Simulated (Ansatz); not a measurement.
Band structure of Rb2Te (Fm-3m, 3 atoms in the cell).

```yaml
crystal:
  lattice:
    - [0.00000, 4.28111, 4.28111]
    - [4.28111, 0.00000, 4.28111]
    - [4.28111, 4.28111, 0.00000]
  atoms:
    - { symbol: Rb, position: [0.25000, 0.25000, 0.25000] }
    - { symbol: Rb, position: [0.75000, 0.75000, 0.75000] }
    - { symbol: Te, position: [0.00000, 0.00000, 0.00000] }
```

Method of the run: LDA (PW92), PAW files made with PBE (plane waves; Ansatz, a program for electronic structure).

Settings: basis.ecutwfc = 420 eV; kpoints.mp_grid.grid = 6 6 6; hamiltonian.xc = lda; hamiltonian.pseudopotentials = {kind: paw} (the program's default PAW files); scf.occupations.method = fermi_dirac; scf.occupations.width = 0.02 eV; kpoints.band_path.npoints = 8.

The starting cell comes from a database of computed structures (which also holds hypothetical and non-ambient phases and stackings), without a prior relaxation at this level. Spin-orbit coupling is off.

### Question
Predict the gap along the standard path and the places of the band edges.

### Answer
The gap along the path is 1.65 eV, from X to Γ; the smallest direct gap on it is 1.85 eV.

Levels in eV from the top of the valence band on the path, bands 14 to 20:
```tsv
point	14	15	16	17	18	19	20
Γ	-8.64	-0.20	-0.20	-0.20	1.65	4.25	4.25
X	-8.41	-0.80	0.00	0.00	2.84	3.77	5.19
W	-8.40	-0.42	-0.42	-0.01	3.01	4.38	4.38
K	-8.41	-0.60	-0.22	-0.02	3.02	4.02	4.97
L	-8.45	-0.62	-0.08	-0.08	3.54	3.94	4.55
U	-8.41	-0.60	-0.22	-0.02	3.02	4.02	4.97
```

Keys are those of Ansatz 0.2.
